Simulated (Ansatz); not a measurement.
Start from HfS2 in the CdI2 type structure (space group P-3m1, No. 164; layered, stacked along the Cartesian z axis).

```
CELL_PARAMETERS angstrom
      3.54747     0.00000     0.00000
     -1.77373     3.07220     0.00000
      0.00000     0.00000     5.57685
ATOMIC_POSITIONS crystal
  Hf 0.00000 0.00000 0.00000
  S  0.66667 0.33333 0.26190
  S  0.33333 0.66667 0.73810
```

Cartesian axes are those of the cell as printed.

Level of theory: plane-wave PAW DFT at the PBEsol-D3(BJ) level (Ansatz, a program for electronic structure, 420 eV), without spin-orbit coupling.

Perturbation: uniaxial strain ε_zz = −2.00 %, all other strain components held at zero; the atoms relax in the strained cell.

Task: Predict the stress tensor and what it implies for the stiffness.

Result: Stress of the strained cell less that of the base (GPa, compression positive):
```
   0.28    0.00    0.00
   0.00    0.28    0.00
   0.00    0.00    1.54
```

Then −Δσ_ii/ε with ε = -0.0200 gives secant stiffness values (nonlinear terms included at this strain): C33 ≈ 77 GPa, C13 ≈ 14 GPa and C23 ≈ 14 GPa.

Stability against distortions was not tested.
